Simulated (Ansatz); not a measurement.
**ZnSnO3: response to strain**

The reference is ZnSnO₃ (space group R3c, No. 161).

```yaml
crystal:
  lattice:
    - [2.63915, 1.52372, 4.66998]
    - [-2.63915, 1.52372, 4.66998]
    - [0.00000, -3.04743, 4.66998]
  atoms:
    - { symbol: Zn, position: [0.29492, 0.29492, 0.29492] }
    - { symbol: Zn, position: [0.79492, 0.79492, 0.79492] }
    - { symbol: Sn, position: [0.01257, 0.01257, 0.01257] }
    - { symbol: Sn, position: [0.51257, 0.51257, 0.51257] }
    - { symbol: O, position: [0.72151, 0.11607, 0.40522] }
    - { symbol: O, position: [0.40522, 0.72151, 0.11607] }
    - { symbol: O, position: [0.11607, 0.40522, 0.72151] }
    - { symbol: O, position: [0.90522, 0.61607, 0.22151] }
    - { symbol: O, position: [0.22151, 0.90522, 0.61607] }
    - { symbol: O, position: [0.61607, 0.22151, 0.90522] }
```

Cartesian axes are those of the cell as printed.

Strains are applied to the cell and any free atomic positions relax; under biaxial strain the out-of-plane vector relaxes too.

Method: Kohn–Sham DFT with the PBEsol functional, run in Ansatz (an electronic-structure program) with PAW and 420 eV plane waves, scalar-relativistic without spin-orbit coupling.

Notes on the quantities. pressure: mean of the normal stresses, compression positive; energy relative to the base: free energy F.

| variant | electron mass | pressure | energy relative to the base |
|---|---|---|---|
| base | 0.19 mₑ (at Γ) | 0.00 GPa | 0 meV/atom |
| biaxial strain −2.28 %, plane normal [001], relaxed out of plane | 0.20 mₑ (at Γ) | 5.44 GPa | +13 meV/atom |
| biaxial strain −1.99 %, plane normal [001], relaxed out of plane | 0.20 mₑ (at Γ) | 4.72 GPa | +9.8 meV/atom |
| biaxial strain +1.46 %, plane normal [001], relaxed out of plane | 0.17 mₑ out of plane, 0.18 mₑ in plane (at Γ) | -3.26 GPa | +5.1 meV/atom |
| isotropic strain +1.43 % | 0.16 mₑ along c, 0.17 mₑ across (at Γ) | -7.15 GPa | +11 meV/atom |
| isotropic strain +4.19 % | 0.10 mₑ along c, 0.12 mₑ across (at Γ) | -16.94 GPa | +88 meV/atom |
| uniaxial strain ε_zz = +4.97 % | – | -7.25 GPa | +21 meV/atom |

The levels and masses belong to the bands next to the band gap. Effective masses come from finite differences of ±0.01 Å⁻¹. Whether these cells are dynamically stable was not tested.
